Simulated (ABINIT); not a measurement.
ABINIT run on SrTaO3 (Pm-3m, 5 atoms in the cell): band-structure calculation.

Level of theory: PBEsol, PAW (JTH v2.0 PBE PAW, files made for PBE) (plane waves; ABINIT).

The input file:

```
# SrTaO3, JTH v2.0 PBE PAW
pp_dirpath "./"
pseudos "Sr.GGA_PBE-JTH.xml, Ta.GGA_PBE-JTH.xml, O.GGA_PBE-JTH.xml"
acell 4.1445570000 4.1445570000 4.1445570000 Angstrom
rprim
         1.0000000000    0.0000000000    0.0000000000
         0.0000000000    1.0000000000    0.0000000000
         0.0000000000    0.0000000000    1.0000000000
natom 5
ntypat 3
znucl 38 73 8
typat 1 2 3 3 3
xcart
         0.0000000000    0.0000000000    0.0000000000
         2.0722785000    2.0722785000    2.0722785000
         2.0722785000    2.0722785000    0.0000000000
         0.0000000000    2.0722785000    2.0722785000
         2.0722785000    0.0000000000    2.0722785000
      Angstrom
ecut 48 Ry
pawecutdg 96 Ry
pawxcdev 0
ixc -116133
occopt 7
tsmear 0.05 eV
nband 28
kptopt 1
ngkpt 6 6 6
nshiftk 1
shiftk 0 0 0
nstep 50
tolvrs1 1.0e-11
ndtset 2
prtden1 1
getden2 1
iscf2 -2
kptopt2 -5
ndivsm2 4
kptbounds2
       0.00000000  0.00000000  0.00000000  # G
       0.00000000  0.50000000  0.00000000  # X
       0.50000000  0.50000000  0.00000000  # M
       0.00000000  0.00000000  0.00000000  # G
       0.50000000  0.50000000  0.50000000  # R
       0.00000000  0.50000000  0.00000000  # X
nband2 32
nbdbuf2 2
tolwfr2 1.0e-12
prtwf 0
```

Output (repeated stretches shortened):

```
--- !BeginCycle
solver: {iscf: 17, nstep: 50, nline: 4, wfoptalg: 10, }
tolerances: {tolvrs: 1.00E-11, }
...

     iter   Etot(hartree)      deltaE(h)  residm     nres2
 ETOT  1  -134.70996248124    -1.347E+02 8.739E+00 5.742E+00
 ETOT  2  -138.72328212246    -4.013E+00 4.240E-02 2.387E+01
 ETOT  3  -138.70991108174     1.337E-02 3.658E-02 1.904E+01
 ETOT  4  -138.65601179323     5.390E-02 6.552E-03 4.622E+00
 ETOT  5  -138.64024473221     1.577E-02 1.100E-02 9.580E-02
   [... 8 lines left out ...]
 ETOT 14  -138.64075029961     2.601E-11 3.661E-04 6.941E-10
 ETOT 15  -138.64075029962    -6.537E-12 4.284E-04 1.972E-10
 ETOT 16  -138.64075029962     1.222E-12 3.194E-04 1.855E-11
 ETOT 17  -138.64075029962    -1.108E-12 3.401E-04 8.249E-13
 At SCF step   17       nres2   =  8.25E-13 < tolvrs=  1.00E-11 =>converged.

 Cartesian components of stress tensor (hartree/bohr^3)
  sigma(1 1)=  5.17570620E-04  sigma(3 2)=  0.00000000E+00
  sigma(2 2)=  5.17570620E-04  sigma(3 1)=  0.00000000E+00
  sigma(3 3)=  5.17570620E-04  sigma(2 1)=  0.00000000E+00

 ----iterations are completed or convergence reached----

   [... lines left out ...]
 Fermi (or HOMO) energy (hartree) =   0.22695   Average Vxc (hartree)=  -0.40265
total_energy        : -1.38640750181794E+02
-Cartesian components of stress tensor (GPa)         [Pressure= -1.5227E+01 GPa]
 Unit cell volume ucvol=  4.8043093E+02 bohr^3
   [... lines left out ...]
  8.58E-13  5.28E-13  4.67E-13  8.17E-13  2.94E-13  5.66E-13  3.63E-13  2.26E-13
  4.92E-13  8.92E-13  7.93E-13  5.42E-13  7.00E-13  8.81E-13  2.05E-13  2.97E-13
  5.06E-13  1.06E-13  7.92E-13  2.34E-13  1.86E-13  5.73E-13  4.60E-13  5.01E-13
   [... 7 lines left out ...]

 scprqt:  WARNING -
  nstep=   50 was not enough non-SCF iterations to converge;
  maximum residual=  3.290E-11 exceeds tolwfr=  1.000E-12

 ----iterations are completed or convergence reached----

 reduced coordinates (array xred) for    5 atoms
       0.000000000000      0.000000000000      0.000000000000
       0.500000000000      0.500000000000      0.500000000000
       0.500000000000      0.500000000000      0.000000000000
       0.000000000000      0.500000000000      0.500000000000
       0.500000000000      0.000000000000      0.500000000000

 Calculation completed.
```

The run ended unconverged in one of its stages. 

The starting cell comes from a database of computed structures (which also holds hypothetical and non-ambient phases and stackings), without a prior relaxation at this level. Its lattice was rescaled by a random factor within 2.5 % of one. The potentials were made for another functional than the one used.
